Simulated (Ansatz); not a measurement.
# wurtzite GaN: the defect Mg interstitial

All values below come from PBE, PAW (plane waves to 420 eV; Ansatz, an electronic-structure program). A 3×2×2 supercell of 96 sites was used; the energies come from a 2×2×2 shifted sampling of its zone. Site at the start: void with 3N nearest. Charged cells carry a point-charge image correction with potential alignment at far atoms. Dielectric constants: PBE linear response of the host. Host gap at this level: 1.71 eV. These values are not converged in cell size to better than tenths of an eV. PBE underestimates the host's gap, which shifts levels and can delocalise carriers. Spin–orbit coupling is left out. Each state is the lowest found from its start.

The name describes the start; the neighbours show where the added atom ended.

```csv
charge,moment (μB),largest move off a lattice site (Å),neighbours of the added atom at the end (Å),image correction with alignment (eV)
+2,not spin-polarised,0.27,"N 2.04, N 2.05, N 2.05",0.98
+1*,quenched,0.27,"N 2.05, N 2.05, N 2.05",–
0*,not spin-polarised,0.28,"N 2.05, N 2.06, N 2.06",–
```

* At this level the carrier isn't localised at the defect: at charge +1 electrons occupy the conduction band; at charge 0 electrons occupy the conduction band. Such a state is shallow or no state of the defect, and this cell gives it no level.

Starting moments that weren't kept: charge +1 began with 1 μB and ended with 0.0.

No other site or start that was run ended lower by more than 0.1 eV.

Flagged in the runs: a doubtful potential alignment, a host whose relaxation on this sampling wasn't shown to rest, a strain field that reaches the edge of the cell.
